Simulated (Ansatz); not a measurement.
Terminations of the (111)A surface of zinc-blende ZnS (Zn plane on top), measured from the surface '2x2 with 2 H on 4 top atoms'. Atoms come from or go to: Al: fcc Al, H: ½ H2(g), O: ½ O2(g), S: ⅛ S8(g), Si: silicon, Zn: hcp Zn. ΔE is the energy of forming the row's surface from that one (negative: more stable at these reservoirs); the vacuum level's shift is aligned on the shared bottom. No zero-point or thermal terms. These are constructed structures in small cells; real faces may alloy, dewet or reconstruct in larger ones, and not all known structures of the face are among them. Slabs of about 13 Å with all that they carry, Fermi-Dirac smearing of 0.025 eV. Bottom of the slabs: H caps. Relaxed from the named starts with such symmetry as they have, on meshes of like density; energies extrapolated to zero smearing; no spin-orbit coupling, no U. Spin-polarised runs, if any, are marked in brackets, and their order is one that fits the cell; the others ran without spin. Where a second, spin-polarised start was run, the lower counts. A dash marks a value that is undefined for that row (no clear gap, or no work function of a gapped slab) or was not read reliably on its mesh.

Method: PBE (plane waves to 420 eV, PAW; Ansatz, a first-principles code).

```json
[
 {"surface": "relaxed from the ideal Zn-terminated 1x1 (like top atoms buckled by 0.9 Å)", "atoms added per 1x1": "-0.5 H", "ΔE per 1x1 (eV)": "0.48", "slab gap (eV)": "–", "shift of the vacuum level (eV)": "-0.92"},
 {"surface": "2x2 Zn adatom at T1 (3 S–Zn bonds broke)", "atoms added per 1x1": "-0.5 H, +0.25 Zn", "ΔE per 1x1 (eV)": "0.40", "slab gap (eV)": "1.57", "shift of the vacuum level (eV)": "-1.17"},
 {"surface": "S trimer, 2x2 (1 S–S bonds broke)", "atoms added per 1x1": "-0.5 H, +0.75 S", "ΔE per 1x1 (eV)": "-0.50", "slab gap (eV)": "1.72", "shift of the vacuum level (eV)": "0.10"},
 {"surface": "2x2 S adatom at T1 (2 S–Zn bonds formed)", "atoms added per 1x1": "-0.5 H, +0.25 S", "ΔE per 1x1 (eV)": "-0.19", "slab gap (eV)": "1.51", "shift of the vacuum level (eV)": "-0.52"},
 {"surface": "2x2 Si adatom at H3", "atoms added per 1x1": "-0.5 H, +0.25 Si", "ΔE per 1x1 (eV)": "0.55", "slab gap (eV)": "0.57", "shift of the vacuum level (eV)": "-1.35"},
 {"surface": "H on every top atom", "atoms added per 1x1": "+0.5 H", "ΔE per 1x1 (eV)": "0.93", "slab gap (eV)": "–", "shift of the vacuum level (eV)": "0.72"},
 {"surface": "2x2 with 2 OH on 4 top atoms [spin start, no net moment]", "atoms added per 1x1": "+0.5 O", "ΔE per 1x1 (eV)": "…", "slab gap (eV)": "1.72", "shift of the vacuum level (eV)": "0.48"},
 {"surface": "2x2 Zn vacancy", "atoms added per 1x1": "-0.5 H, -0.25 Zn", "ΔE per 1x1 (eV)": "…", "slab gap (eV)": "…", "shift of the vacuum level (eV)": "-1.43"},
 {"surface": "2x2 Al adatom at T4 [spin, 1.0 μB a cell]", "atoms added per 1x1": "+0.25 Al, -0.5 H", "ΔE per 1x1 (eV)": "0.52", "slab gap (eV)": "0.50", "shift of the vacuum level (eV)": "-1.08"},
 {"surface": "2x2 O adatom at T4 (1 O–S bonds broke)", "atoms added per 1x1": "-0.5 H, +0.25 O", "ΔE per 1x1 (eV)": "-0.18", "slab gap (eV)": "1.17", "shift of the vacuum level (eV)": "-0.78"},
 {"surface": "2x2 with 2 H on 4 top atoms", "atoms added per 1x1": "none", "ΔE per 1x1 (eV)": "0.00", "slab gap (eV)": "2.40", "shift of the vacuum level (eV)": "0.00"},
 {"surface": "2x2 Zn adatom at T4 (1 S–Zn bonds broke)", "atoms added per 1x1": "-0.5 H, +0.25 Zn", "ΔE per 1x1 (eV)": "0.35", "slab gap (eV)": "0.73", "shift of the vacuum level (eV)": "-1.21"}
]
```

Some entries are withheld; supply them.


- 2x2 with 2 OH on 4 top atoms [spin start, no net moment], ΔE per 1x1 (eV): -1.32
- 2x2 Zn vacancy, ΔE per 1x1 (eV): -0.10
- 2x2 Zn vacancy, slab gap (eV): 2.22
